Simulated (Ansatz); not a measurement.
Worked example: self-consistent single point of Ir (Fm-3m, 1 atom in the cell) in Ansatz (a first-principles code).

Computed with PBE with spin-orbit coupling (plane waves, PAW; Ansatz).

```xyz
1
Lattice="0.0000 1.9507 1.9507 1.9507 0.0000 1.9507 1.9507 1.9507 0.0000" Properties=species:S:1:pos:R:3 pbc="T T T"
Ir     0.0000     0.0000     0.0000
```

Reference input (self-consistent single point, DFT, PBE, plane waves, default PAW files): kpoints.mp_grid.grid = 14 14 14; hamiltonian.xc = pbe; hamiltonian.pseudopotentials = {kind: paw} (the program's default PAW files); scf.occupations.method = gaussian; scf.occupations.width = 0.01 Ry. This run's input differs from it in these lines:

Ansatz 0.2 input:
```diff
@@ -12,2 +12,5 @@
   pseudopotentials: { kind: paw }
+magnetization:
+  noncollinear: true
+  spin_orbit: true
 scf:
```

Output (repeated stretches shortened):

```
SCF iter   1: F=—  HF=-11967.245089 eV  |F-HF|=—  |Δ(HF+E_count)|=         —  Δρ=4.70e-2  dr2=2.39e-1  dr2_m=0.00e0 (ungated)  ethr=3.10e-3  |M|=0.00e0 ∫|m|=0.00e0 μB  |m|>n=0.0e0 m-floor=0.0e0 τ_xc=0.0e0  β_m=0.30  ⟨swp⟩=6.0  Hψ=6361  notcnv=0  defer=76
all-band conjugate gradients solve this SCF's bands
preconditioner: auto → none
   [... lines left out ...]
SCF iter   5: F=—  HF=-11967.170567 eV  |F-HF|=—  |Δ(HF+E_count)|=   7.18e-6  Δρ=5.08e-5  dr2=2.03e-7  dr2_m=0.00e0 (ungated)  ethr=1.10e-7  |M|=0.00e0 ∫|m|=0.00e0 μB  |m|>n=0.0e0 m-floor=0.0e0 τ_xc=0.0e0  β_m=0.80  ⟨swp⟩=2.4  Hψ=1839  notcnv=0  defer=140
SCF iter   6: F=-11967.170567 eV  HF=-11967.170567 eV  |F-HF|=1.55e-10  |Δ(HF+E_count)|=   1.52e-8  Δρ=3.32e-6  dr2=5.27e-10  dr2_m=0.00e0 (ungated)  ethr=5.88e-10  |M|=0.00e0 ∫|m|=0.00e0 μB  |m|>n=0.0e0 m-floor=0.0e0 τ_xc=0.0e0  ⟨swp⟩=8.0  Hψ=5893  notcnv=0
SCF 1 converged in 6 iterations: F = -11967.170567 eV  dr2 = 5.27e-10
Magnetization: |M| = 0.0000 μB,  M = (+0.0000, +0.0000, +0.0000) μB
Absolute magnetization: 0.0000 μB (∫|m|)
  site 0: m = (+0.0000, +0.0000, +0.0000) μB, |m| = 0.0000 μB  (R = 1.14 Å)
Free energy (F): -11967.170567 eV
Internal energy: -11967.158537 eV  (E = F + TS)
E sigma→0 (E₀):  -11967.164552 eV
Entropy (-TS):   -0.012029 eV (-12.029 meV/atom)
Fermi energy:    24.271952 eV
--- Forces (eV/Å), atoms counted from 1 ---
  atom   1  Ir    -0.00000000     0.00000000    -0.00000000
--- Stress (GPa, compression-positive) ---
       -6.780346       0.000000       0.000000
        0.000000      -6.780346       0.000000
        0.000000      -0.000000      -6.780346
  P = ⅓ Tr σ = -6.7803 GPa (-67.803 kbar)
  The stress holds the Pulay correction. Without it, at fixed plane waves, as pw.x and ABINIT print it: P = -6.8594 GPa
```

The run converged in 6 iterations. Against the reference run the pressure goes from -7.54 to -6.78 GPa.

The starting cell comes from a database of computed structures (which also holds hypothetical and non-ambient phases and stackings), without a prior relaxation at this level. Its lattice was rescaled by a random factor within 2.5 % of one. With a pressure of about -7 GPa the cell is away from its equilibrium volume at this level. Ansatz's pressure includes its estimate of the finite-basis (Pulay) stress.
